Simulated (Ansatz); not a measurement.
The starting structures come from a database of crystals and need not be the phases stable at ambient conditions.

 Where the default PAW files enter, the runs use the earlier of Ansatz's two default sets.

By PBEsol, the system below comes out a metal.

The ballistic (Sharvin) conductance counts the channels at the Fermi level: G/A = (e²/h) × channels of both spins per area.

Data:

```yaml
crystal:
  lattice:
    - [3.00501, 0.00000, 0.00000]
    - [1.50251, 7.39977, 0.00000]
    - [1.50251, 0.30508, 2.53380]
  atoms:
    - { symbol: Ag, position: [0.00000, 0.00000, 0.00000] }
    - { symbol: Ag, position: [0.77772, 0.66685, 0.77772] }
    - { symbol: Ag, position: [0.22228, 0.33315, 0.22228] }
```

Space group of this cell: C2/m. The cell is strained (lengths across the current scaled by 1.02, ions clamped); by PBEsol its mean pressure is -10.0 GPa.

The current flows along the normal of the first two printed cell vectors. No spin-orbit coupling; the value is a mean over 0.1 eV about the Fermi level.

### Question
Predict the ballistic conductance per area from PBEsol in Ansatz (an electronic-structure program).

### Answer
0.83 × 10¹⁵ S/m² for both spins.
